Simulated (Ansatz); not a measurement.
In a (8,8) ZnO nanotube, the lowest empty band has its minimum at Γ and lies 0.049 eV higher 0.0599 Å⁻¹ away along the axis.

Level of theory: PBE (plane waves to 420 eV, PAW; Ansatz, a quantum-chemistry and plane-wave program). Mesh 1×1×10. No spin polarisation. It repeats along c; a and b span vacuum. A hypothetical model, rolled from the flat sheet. Symmetry and one short period hold its shape; lower forms weren't sought.

Task: Estimate the electron mass along the axis.

Result: For a parabola ΔE = ħ²Δk²/2m, and ħ²/2mₑ = 3.810 eV Å². So m/mₑ = 3.810 × 0.0599²/0.049 = 0.28. The curvature over a step a third as long gives 0.27; the band is close to a parabola here.
